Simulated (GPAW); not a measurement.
Band structure of Si2W (I4/mmm, 3 atoms in the cell).

```
CELL_PARAMETERS angstrom
     -1.60736     1.60736     3.90103
      1.60736    -1.60736     3.90103
      1.60736     1.60736    -3.90103
ATOMIC_POSITIONS crystal
  Si 0.33499 0.33499 0.00000
  Si 0.66501 0.66501 0.00000
  W  0.00000 0.00000 0.00000
```

Computed with PBE, GPAW PAW datasets PBE (gpaw-data 1.0.1) (plane waves; GPAW).

Settings: mode = pw; ecut = 600 eV; xc = PBE; kpts = 12 12 12; mesh shift (steps) = 0 0 0; occupations.name = fermi-dirac; occupations.width = 0.05 eV; nbands = -11; convergence.forces = 0.001 eV/Å; symmetry.symmorphic = false; symmetry.tolerance = 0.0005; maxiter = 120; bandpath_npoints = 40.

The starting cell comes from a database of computed structures (which also holds hypothetical and non-ambient phases and stackings), without a prior relaxation at this level. Spin-orbit coupling is off. Spin polarisation is off.

Levels in eV from the Fermi level, bands 8 to 15:
| point | 8 | 9 | 10 | 11 | 12 | 13 | 14 | 15 |
|---|---|---|---|---|---|---|---|---|
| Γ | -3.34 | -2.86 | -2.86 | 0.58 | 2.76 | 2.93 | 3.02 | 3.02 |
| X | -5.49 | -5.02 | -3.24 | -1.80 | 2.86 | 2.94 | 3.13 | 3.96 |
| Y | -5.13 | -4.07 | -3.10 | -2.36 | 2.02 | 2.11 | 3.05 | 5.22 |
| S | -3.07 | -2.74 | -2.44 | -0.34 | 1.80 | 2.49 | 3.53 | 4.42 |
| Z | -2.57 | -0.87 | -0.87 | -0.50 | -0.50 | 0.77 | 4.60 | 4.94 |
| S1 | -3.07 | -2.74 | -2.44 | -0.34 | 1.80 | 2.49 | 3.53 | 4.42 |
| N | -4.88 | -2.84 | -2.76 | -0.45 | 2.68 | 2.78 | 3.97 | 4.48 |
| P | -6.60 | -3.01 | -2.44 | -2.44 | 0.12 | 2.94 | 3.62 | 4.12 |
| Y1 | -5.13 | -4.07 | -3.10 | -2.36 | 2.02 | 2.11 | 3.05 | 5.22 |

Bands cross the Fermi level along this path, so the cell is metallic at this level.
